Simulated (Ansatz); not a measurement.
The reference is KTaO₃ in the cubic perovskite structure (space group Pm-3m, No. 221; a = 3.984 Å).

The values are results of Ansatz (a program for electronic structure) PBEsol, no spin-orbit coupling, earlier PAW set, not measurements.

Base values:

The largest site moment comes out as 0.00 μB and the magnetic state is not spin-polarised.

The change: every Ta is replaced by Be; the structure is relaxed again.

Question: Estimate the effect on the largest site moment and magnetic state.

Answer: The largest site moment goes from zero to 0.87 μB; the magnetic state becomes ferromagnetic (base: not spin-polarised).

The magnetic state is the one reached from the starting moments; the real material's order can differ, and small cells can't hold many antiferromagnetic ones. Stability against distortions was not tested. As relaxed here, KBeO3 is a hypothetical phase, not in the database extracts checked.
